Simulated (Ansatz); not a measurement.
The parent structure is Y in the hcp (Mg type) structure (space group P6_3/mmc, No. 194; a = 3.652 Å, c = 5.703 Å; relaxed with 0.1 eV smearing). Axes: x lies along a and z along c of the hexagonal cell.

All numbers come from PBE in Ansatz (plane waves to 420 eV, PAW, scalar-relativistic without spin-orbit coupling).

One thing is altered: the cell is stretched by 2.50 % along z with no lateral relaxation, atoms relaxed at fixed cell.

Predict the stress tensor and what it implies for the stiffness.

Stress of the strained cell less that of the base (GPa, compression positive):
```
   -0.5     0.0     0.0
    0.0    -0.5     0.0
    0.0     0.0    -1.8
```

Then −Δσ_ii/ε with ε = 0.0250 gives secant stiffness values (nonlinear terms included at this strain): C33 ≈ 73 GPa, C13 ≈ 20 GPa and C23 ≈ 20 GPa.

As a check, the harmonic strain energy −½ V₀ Δσ:ε is 4.7 meV/atom; the computed energy rise is 4.8 meV/atom.

Stability against distortions was not tested. The final runs are not spin-polarised.

Ansatz is a first-principles code.
